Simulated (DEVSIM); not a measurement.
System: Ti/SiO2/p-Si capacitor, at 300 K.

| layer (left to right) | material | thickness (nm) | Na (cm⁻³) |
|---|---|---|---|
| 1 | SiO2 | 22.0 | - |
| 2 | Si | 410 | 2e18 |

Metal gate on the left, work function 4.33 eV. Fixed charge at the semiconductor interface 0 cm⁻² (in units of +e); no interface traps.

Constants are typed, rounded textbook-type inputs, not results; the design itself was drawn at random and stands for no fabricated device. Values at 300 K.

| parameter | SiO2 | Si |
|---|---|---|
| gap (eV) | 9 | 1.124 |
| affinity (eV) | 0.9 | 4.05 |
| permittivity | 3.9 | 11.7 |
| Nc (cm⁻³) | - | 2.86e19 |
| Nv (cm⁻³) | - | 3.1e19 |

Simulated with DEVSIM: 1D Poisson equation in equilibrium, Boltzmann statistics, complete ionisation; no quantum confinement or tunnelling. Metal contacts follow the ideal Schottky-Mott rule: no Fermi-level pinning, no interface dipoles.

The SiO2 thickness was swept, all else fixed.

| SiO2 thickness (μm) | capacitance of the dielectric stack (μF/cm²) | minimum of the low-frequency capacitance (μF/cm²) |
|---|---|---|
| 0.0088 | 0.392 | 0.209 |
| 0.012 | 0.288 | 0.178 |
| 0.015 | 0.230 | 0.154 |
| 0.019 | 0.182 | 0.130 |
| 0.022 | 0.157 | 0.117 |
| 0.026 | 0.133 | 0.103 |

From the first row to the last the capacitance of the dielectric stack goes from 0.392 to 0.133. From the first row to the last the minimum of the low-frequency capacitance goes from 0.209 to 0.103.
